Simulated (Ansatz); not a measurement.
**Sc, response to strain**

Consider Sc in the hcp (Mg type) structure (space group P6_3/mmc, No. 194; relaxed with 0.1 eV smearing).

```xyz
2
Lattice="3.2754 0.0000 0.0000 -1.6377 2.8365 0.0000 0.0000 0.0000 5.1051" Properties=species:S:1:pos:R:3 pbc="T T T"
Sc     1.6377     0.9455     1.2763
Sc     0.0000     1.8910     3.8288
```

Cartesian axes are those of the cell as printed.

Strains are applied to the cell and any free atomic positions relax.

Level of theory: PBEsol (Ansatz, a first-principles code; PAW; 420 eV plane waves; no spin-orbit coupling).

Notes on the quantities. energy relative to the base: free energy F.

| uniaxial strain ε_zz (%) | energy relative to the base (meV/atom) |
|---|---|
| -3 | 7.2 |
| -2.5 | 5.0 |
| -2 | 3.2 |
| -1.5 | 1.8 |
| -1 | 0.8 |
| -0.5 | ? |
| 0 | 0.0 |

Problem. Fit ΔE = Aε² + Bε³ (ε in %) to the rows shown and predict the withheld row.

Solution. Least squares on the printed values gives A = 0.800 and B = -1.3e-16 meV/atom (largest residual 0.0 meV/atom); this predicts 0.2 meV/atom, and the run gives 0.2 meV/atom, in agreement.

Stability against distortions was not tested. The final runs are not spin-polarised.
